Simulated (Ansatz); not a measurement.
We consider SrO (P6₃/mmc, No. 194, 4 atoms in the cell; start mp-754824; a measured phase of this formula has another space group), described by LDA in Ansatz (PAW).

Numerical settings: plane-wave cutoff 520 eV, 12×12×8 k mesh (along the axes of the cell as run), Fermi–Dirac smearing 0.01 eV, scalar-relativistic PAW data made under PBE.

Cell (relaxed with PBEsol):

```yaml
crystal:
  lattice:
    - [4.23580, 0.00000, 0.00000]
    - [-2.11790, 3.66831, 0.00000]
    - [0.00000, 0.00000, 5.10897]
  atoms:
    - { symbol: Sr, position: [0.33333, 0.66667, 0.93751] }
    - { symbol: Sr, position: [0.66667, 0.33333, 0.43751] }
    - { symbol: O, position: [0.33333, 0.66667, 0.43749] }
    - { symbol: O, position: [0.66667, 0.33333, 0.93749] }
```

Problem. Predict the band gap.

Solution. 
* **band gap**: 2.54 eV

Note: cell and atoms aren't relaxed at this level (pressure -2.6 GPa).

Spin–orbit coupling is not included.

Computed values are for the static lattice.

Cost on a shared machine: very roughly 17 core-seconds.

A start named mp-… is a Materials Project structure, which need not be a measured phase.

Ansatz is a program for electronic structure.
